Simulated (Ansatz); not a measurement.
Levels about the gap of amorphous Zr20O43La2 (65 atoms in a cell of 855 Å³, 5.42 g/cm³; zone centre alone, so wide bands show as single levels with stretches between that a denser mesh fills), at the geometry that PBE relaxed, where it gives 0.0 GPa on a denser mesh. Exact exchange is cut at the faces of this small cell, which leaves a finite-size error. The participation number counts the atoms over which a state spreads; weights are charges in smoothed Voronoi cells. The levels come from a single point, so bond lengths are those of that geometry. Method of the levels: HSE06, scalar-relativistic without spin-orbit coupling (Ansatz, a quantum-chemistry and plane-wave program). Sampling: the zone centre alone; Fermi-Dirac width 0.02 eV; no spin polarisation. At PBE the levels at the filled edge of the gap are localised (band-tail or defect states).

It comes from a melt-quench run on a machine-learned potential (CHGNet), relaxed afterwards by DFT. O atoms were pushed apart under 1.9 Å during the dynamics, to hinder bonds among them. The hot cell started wider than the set density and was brought back towards it in steps. It is the lowest in DFT energy of 2 quenches. It is a model cell: composition and starting density were chosen by hand, and all elements were melted together. No dispersion term was used. Its density started from a set value of 5.43 and ended at 5.42 g/cm³. The quench (nominally 300 K/ps over its main leg) was far faster than any real one, so the model tends to hold more defects than a real film. Values belong to this one cell and scatter from quench to quench. Volume and shape were free in the relaxation.

```tsv
E - E(highest filled), eV	filling	participation number	largest on	weight O	weight Zr	weight La
-0.35	filled	21.6	O, 3 neighbours	0.95	0.05	0.00
-0.34	filled	20.2	O, 3 neighbours	0.95	0.04	0.01
-0.29	filled	19.4	O, 3 neighbours	0.95	0.05	0.00
-0.26	filled	11.3	O, 3 neighbours	0.94	0.05	0.01
-0.20	filled	15.3	O, 3 neighbours	0.95	0.04	0.01
-0.17	filled	17.4	O, 3 neighbours	0.94	0.04	0.01
0.00	filled	5.1	O, 3 neighbours	0.94	0.04	0.02
5.24	empty	19.8	Zr, 6 neighbours	0.37	0.59	0.04
5.39	empty	25.4	Zr, 7 neighbours	0.39	0.56	0.05
5.42	empty	25.0	Zr, 7 neighbours	0.36	0.63	0.01
5.54	empty	32.3	Zr, 7 neighbours	0.33	0.64	0.02
5.58	empty	26.8	Zr, 7 neighbours	0.33	0.65	0.02
5.72	empty	28.8	Zr, 6 neighbours	0.34	0.64	0.02
5.73	empty	21.5	Zr, 6 neighbours	0.36	0.61	0.02
```

Most localised among these is the filled level at +0.00 eV, on a O atom, which has 3 neighbours (Zr 2.02 Å, Zr 2.23 Å, La 2.47 Å).
